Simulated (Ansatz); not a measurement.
ScAl3: pressure series

The parent structure is ScAl3 in the Cu3Au type structure (space group Pm-3m, No. 221; a = 4.0718 Å).

Cell and atoms are relaxed at each pressure.

The values are results of PBEsol/PAW in Ansatz (an electronic-structure program), no SOC, not measurements.

```csv
pressure (GPa),volume per atom (Å³/atom)
-2,17.268
-1,17.067
0,16.877
0.9,16.718
2.1,16.512
4.5,16.140
15,?
22.5,14.191
30,13.630
```

Problem. Fit the third-order Birch–Murnaghan form P(V) = (3B₀/2)[(V₀/V)^(7/3) − (V₀/V)^(5/3)]·[1 + (3/4)(B₀′ − 4)((V₀/V)^(2/3) − 1)] (squares taken in P) to the rows shown and predict the withheld row.

Solution. Least squares on the printed values gives V₀ = 16.878 Å³/atom, B₀ = 92.2 GPa, B₀′ = 3.9; this predicts 14.868 Å³/atom, and the run gives 14.869 Å³/atom, in agreement.

Load acts through the strain it causes; cell and atoms are relaxed under it. No phonon test of stability was made. Competing high-pressure phases were not computed. The final runs are not spin-polarised.
